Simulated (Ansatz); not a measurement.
## Effect of Pt on a Pb site on PbSe

Start from an 8-atom supercell of PbSe in the rock salt structure (space group Fm-3m, No. 225; a = 6.1780 Å) at its relaxed geometry.

Now apply this change: a neutral Pt on a Pb site, atoms relaxed at fixed cell, starting from a slightly rattled geometry.

Computed with r2SCAN, PAW, 500 eV (Ansatz, a quantum-chemistry and plane-wave program; no spin-orbit coupling). Settings: 4×4×4 k-points, 0.01 eV Fermi–Dirac smearing.

The pressure stays essentially unchanged (0.1 GPa against 0.2 GPa) and the shift of the substituted atom off its lattice site comes out as 1.53 Å.

The magnetic state is the one reached from the starting moments; the real material's order can differ, and small cells can't hold many antiferromagnetic ones. The cell is small, so the values are those of an ordered compound at a high defect concentration; dilute-limit values will differ. Seeded moments were not kept for Pt on a Pb site. The defect cell is spin-polarised and ends with 0.0 μB.
